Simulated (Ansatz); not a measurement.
We consider CsCl-type FeAl, described by r²SCAN in Ansatz (PAW).

Settings: plane-wave cutoff 560 eV, 18×18×18 k mesh, Fermi–Dirac smearing 0.05 eV, no spin polarisation, scalar-relativistic PAW data made under PBE.

A third-order Birch–Murnaghan fit to the energies gives V0 = 11.487 Å³/atom, B0 = 197 GPa, B′ = 4.2.

```tsv
V (Å³/atom)	P (GPa)
10.800	(withheld)
11.030	8.71
11.259	(withheld)
11.489	-0.03
11.719	-3.76
11.949	-7.13
12.178	-10.17
```

Estimate the withheld pressures from this fit; the answers are the runs' own values.


- 10.800, P (GPa): 13.80
- 11.259, P (GPa): 4.11

The formula P = (3/2) B0 (x^(7/3) − x^(5/3)) [1 + (3/4)(B′ − 4)(x^(2/3) − 1)] with x = V0/V meets the computed pressures within 0.04 GPa when these rounded values are put in.

Measured, for comparison: bulk modulus 152 GPa (room temperature, no zero-point or thermal correction; as tabulated in Yamada et al. (2019), arXiv:1910.09660); equilibrium volume per atom 12.32 Å³/atom (room temperature, no zero-point or thermal correction; as tabulated in Liu et al. (2023), doi:10.1107/s2414314623010659). Computed (rounded) less measured: bulk modulus +30 %, equilibrium volume per atom -6.7 %.

Ansatz is a first-principles code.
